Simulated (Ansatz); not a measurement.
# NH2 on the (0001) surface of wurtzite GaN (2x2 with 3 H on 4 top atoms; a constructed slab, bottom: 3 H on 4 bottom sites), one in a cell of 36 Å², started at the site 'top H #2'

Host crystal: wurtzite GaN, with a band gap (PBE, scalar-relativistic without spin-orbit coupling).

The numbers are results of r2SCAN, at the PBE geometry and the start's symmetry (plane waves to 500 eV, PAW; Ansatz, a quantum-chemistry and plane-wave program), not measurements.

Slab: 49 atoms, 13.8 Å thick at the start with caps and adatoms under the adsorbate (thin: gaps and levels are the slab's own); k 4x4x1, smearing 0.01 eV, dipole-corrected; single point; no symmetry held, on the structure that PBE left; spin-polarised, ending with about 1.0 μB a cell; orders that need a larger cell were not tried, no spin-orbit, no U, no dispersion correction. The program's check for a lower electronic state was not made. It is one chosen start, not shown to be the lowest state of the adsorbate.

```yaml
energy of the end state, in which the adsorbate took H from the surface, giving H3N, against NH3(g) − ½ H2(g) at the same level: -0.44 eV
gap_of_the_slab_on_its_k_mesh: 0.71 eV
highest_filled_level_below_the_top_vacuum_level: 3.24 eV
change_of_the_step_from_the_bottom_to_the_top_vacuum_level_against_the_clean_slab: -2.30 eV
height of the binding atom over the mean of the host atoms within 0.3 Å of the top one: 0.288 Å
magnetic_moment_of_the_cell: 1.00 μB
caution: the clean host was not checked against rearrangement in a larger or rattled cell
note: in the relaxation the adsorbate left its starting site by 3.2 Å
```

A negative adsorption energy means that the adsorbate is more stable on the surface than in its reference.
